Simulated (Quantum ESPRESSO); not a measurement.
# One base run on LaGe3Ru (I4mm, 5 atoms in the cell) and variants with one or two settings moved

Space group I4mm (No. 107); a = 4.4369 Å, b = 4.4369 Å, c = 10.1401 Å, α = 90.00°, β = 90.00°, γ = 90.00°

```json
[
 {"atom": "La", "site": "2a", "symmetry": "4mm", "x": "0.0000", "y": "0.0000", "z": "0.9984"},
 {"atom": "Ge", "site": "2a", "symmetry": "4mm", "x": "0.0000", "y": "0.0000", "z": "0.4250"},
 {"atom": "Ge", "site": "4b", "symmetry": "2mm.", "x": "0.0000", "y": "0.5000", "z": "0.2592"},
 {"atom": "Ru", "site": "2a", "symmetry": "4mm", "x": "0.0000", "y": "0.0000", "z": "0.6591"}
]
```
(The calculation used a cell of 5 atoms; values per cell refer to that cell.)

Base run A: PBEsol, GBRV 1.5 ultrasoft (PBESOL) pseudopotentials run with Quantum ESPRESSO, self-consistent single point.

Its settings: ecutwfc = 50 Ry; ecutrho = 400 Ry; occupations = smearing; smearing = marzari-vanderbilt; degauss = 0.019992 Ry; K_POINTS = automatic 6 6 6 1 1 1; conv_thr = 1e-10 Ry; mixing_beta = 0.7.

The starting cell comes from a database of computed structures (which also holds hypothetical and non-ambient phases and stackings), without a prior relaxation at this level. Spin polarisation is off.

ΔF is the free energy per atom less that of run A. 

Run A gave: pressure (GPa) -2.82; largest force (eV/Å) 0.048; k-points 28.

Runs:
- B: K_POINTS: automatic 6 6 6 1 1 1 → automatic 5 5 5 1 1 1
- C: conv_thr: 1e-10 Ry → 0.0073 Ry
- D: lattice scaled by 1.03; ecutwfc: 50 Ry → 30 Ry; ecutrho: 400 Ry → 240 Ry
- E: degauss: 0.019992 Ry → 0.02205 Ry; K_POINTS: automatic 6 6 6 1 1 1 → automatic 7 7 7 1 1 1
- F: nbnd: default → 35
- G: conv_thr: 1e-10 Ry → 1e-05 Ry

Question: What does run C change against A?

Answer: The free energy goes up by 6.5 meV/atom, the pressure goes from -2.82 to -29.07 GPa and the largest force goes from 0.048 to 2.640 eV/Å.

Question: What does run D change against A?

Answer: The free energy rises by 236 meV/atom, the pressure goes from -2.82 to -21.21 GPa and the largest force goes from 0.048 to 0.446 eV/Å.

```
run  ΔF (meV/atom)  pressure (GPa)  largest force (eV/Å)  k-points
---  -------------  --------------  --------------------  --------
A             0.00           -2.82                 0.048        28
B             -2.1           -2.90                 0.044        18
C              6.5          -29.07                 2.640        28
D            236.1          -21.21                 0.446        28
E             1.10           -2.75                 0.060        40
F             1.23           -2.81                 0.053        28
G             0.01           -3.00                 0.080        28
```
